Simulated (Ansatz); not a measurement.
The starting structures come from a database of crystals and need not be the phases stable at ambient conditions.

```
CELL_PARAMETERS angstrom
      4.84693     0.00000     0.00000
      0.00000     4.98540     0.00000
      0.00000     0.00000     7.08994
ATOMIC_POSITIONS crystal
  Al 0.74785 0.96949 0.39040
  Al 0.25215 0.03051 0.60960
  Al 0.75215 0.46949 0.10960
  Al 0.24785 0.53051 0.89040
  Al 0.75215 0.03051 0.89040
  Al 0.24785 0.96949 0.10960
  Al 0.74785 0.53051 0.60960
  Al 0.25215 0.46949 0.39040
  O  0.89298 0.89802 0.65400
  O  0.10702 0.10198 0.34600
  O  0.60702 0.39802 0.84600
  O  0.39298 0.60198 0.15400
  O  0.60702 0.10198 0.15400
  O  0.39298 0.89802 0.84600
  O  0.89298 0.60198 0.34600
  O  0.10702 0.39802 0.65400
  O  0.95060 0.75000 0.00000
  O  0.04940 0.25000 0.00000
  O  0.54940 0.25000 0.50000
  O  0.45060 0.75000 0.50000
```

Space group of this cell: Pbcn. The cell is taken as given; by r2SCAN its mean pressure is -7.3 GPa.

The current runs along the normal of the first two printed vectors. All runs by Ansatz (a program for electronic structure), plane waves and PAW, without spin-orbit coupling; the base is r2SCAN.

```tsv
run	mean pressure (GPa)	gap (eV)	mid-gap κ (1/Å)
base	-7.3	6.20	0.377
all lengths scaled by 0.98	8.6	6.95	0.409
all lengths scaled by 1.02	-19.5	?	0.346
lda in place of r2scan	-12.1	5.28	0.346
lengths across the current scaled by 0.98, ions clamped	3.2	?	?
lengths across the current scaled by 1.02, ions clamped	-15.9	?	0.358
lengths along the current scaled by 0.97, ions clamped	0.1	6.46	0.397
lengths along the current scaled by 1.03, ions clamped	-13.3	5.90	0.358
pbesol in place of r2scan	-5.4	5.23	0.340
```

Q: Some entries are withheld; supply them.

A: 
- all lengths scaled by 1.02, gap (eV): 5.49
- lengths across the current scaled by 0.98, ions clamped, gap (eV): 6.74
- lengths across the current scaled by 0.98, ions clamped, mid-gap κ (1/Å): 0.395
- lengths across the current scaled by 1.02, ions clamped, gap (eV): 5.67
